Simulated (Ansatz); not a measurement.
Corundum In2O3 (high-pressure phase), treated with LDA (plane waves, PAW; Ansatz, a quantum-chemistry and plane-wave program).

Settings: plane-wave cutoff 520 eV, 8×8×8 k mesh, Fermi–Dirac smearing 0.01 eV, scalar-relativistic PAW data made under PBE.

Cell (relaxed at this level):

```
In2O3
1.0
    2.73037     1.57638     4.79077
   -2.73037     1.57638     4.79077
    0.00000    -3.15276     4.79077
In O
4 6
Cartesian
  0.00000   0.00000   9.23204
  0.00000   0.00000   5.14026
  0.00000   0.00000  12.32641
  0.00000   0.00000   2.04589
 -1.92347  -0.17879   5.98846
  1.92347   0.17879   8.38384
  1.11657  -1.57638   5.98846
 -1.11657   1.57638   8.38384
  0.80690   1.75517   5.98846
 -0.80690  -1.75517   8.38384
```

### Question
Give the computed band gap.

### Answer

- band gap: 1.30 eV (on the SCF k mesh)

Spin–orbit coupling is not included.

The computed numbers hold no vibrational or temperature effects.

The result took around 80 core-seconds (rough).
